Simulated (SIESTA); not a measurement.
Band structure of Zn (P6_3/mmc, 2 atoms in the cell).

```
Zn
1.0
    1.33000    -2.30363     0.00000
    1.33000     2.30363     0.00000
    0.00000     0.00000     4.95000
Zn
2
Direct
  0.33333   0.66667   0.25000
  0.66667   0.33333   0.75000
```

Method of the run: SIESTA with GGA PBE, numerical atomic orbitals TZP, PseudoDojo PBE standard norm-conserving potentials (rewritten from UPF to PSML).

Settings: XC.functional = GGA; XC.authors = PBE; potentials = PseudoDojo PBE standard; PAO.BasisSize = TZP; PAO.EnergyShift = 0.01 Ry; MeshCutoff = 300 Ry; kgrid.MonkhorstPack = 14 14 7; OccupationFunction = FD; ElectronicTemperature = 580.23 K; MaxSCFIterations = 150; SCF.Mixer.Method = Pulay; SCF.Mixer.Weight = 0.1; SCF.Mixer.History = 6; SCF.DM.Tolerance = 1.0E-05.

The starting cell has typed, rounded lattice constants, without a prior relaxation at this level. Values carry the incompleteness of an atom-centred basis.

Levels in eV from the Fermi level, bands 17 to 22:
```
point     17     18     19     20     21     22
-----  -----  -----  -----  -----  -----  -----
Γ      -7.59  -7.39  -7.39  -3.69  -3.11  15.38
M      -7.27  -7.25  -2.89  -2.10   2.79   3.69
K      -7.50  -7.50   0.18   0.20   0.20   5.15
A      -7.48  -7.48  -7.48  -7.48   4.74   4.74
L      -7.26  -7.26  -1.93  -1.93   0.29   0.29
H      -7.41  -7.41   1.01   1.01   1.82   1.82
```

Bands cross the Fermi level along this path, so the cell is metallic at this level.

Higher empty bands are left out: an atom-centred basis made for the valence describes them poorly.
